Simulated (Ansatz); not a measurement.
**Response to strain in TiHgO3**

Base system: TiHgO$_{3}$ (space group R-3c, No. 167; a = 5.363 Å, c = 13.623 Å (hexagonal axes); a cell from a computed database, its experimental status unchecked). Axes: x lies along a and z along c of the hexagonal cell.

Strains are applied to the cell and any free atomic positions relax.

Method: PBEsol in Ansatz (plane waves to 420 eV, PAW, no SOC).

Notes on the quantities. energy relative to the base: free energy F.

```json
[
 {"variant": "base", "band gap": "1.46 eV", "energy relative to the base": "0 meV/atom", "shortest interatomic distance": "1.973 Å"},
 {"variant": "uniaxial strain ε_xx = −2.18 %", "band gap": "1.53 eV", "energy relative to the base": "+5.9 meV/atom", "shortest interatomic distance": "1.949 Å"},
 {"variant": "uniaxial strain ε_xx = +2.93 %", "band gap": "1.33 eV", "energy relative to the base": "+9.7 meV/atom", "shortest interatomic distance": "1.976 Å"},
 {"variant": "uniaxial strain ε_yy = −0.41 %", "band gap": "1.47 eV", "energy relative to the base": "+0.2 meV/atom", "shortest interatomic distance": "1.968 Å"},
 {"variant": "uniaxial strain ε_zz = −2.22 %", "band gap": "1.46 eV", "energy relative to the base": "+4.8 meV/atom", "shortest interatomic distance": "1.959 Å"}
]
```

Spin-orbit coupling, missing from the scalar runs, can matter with Hg. No phonon test of stability was made. All final runs are without spin polarisation.

Ansatz is a quantum-chemistry and plane-wave program.
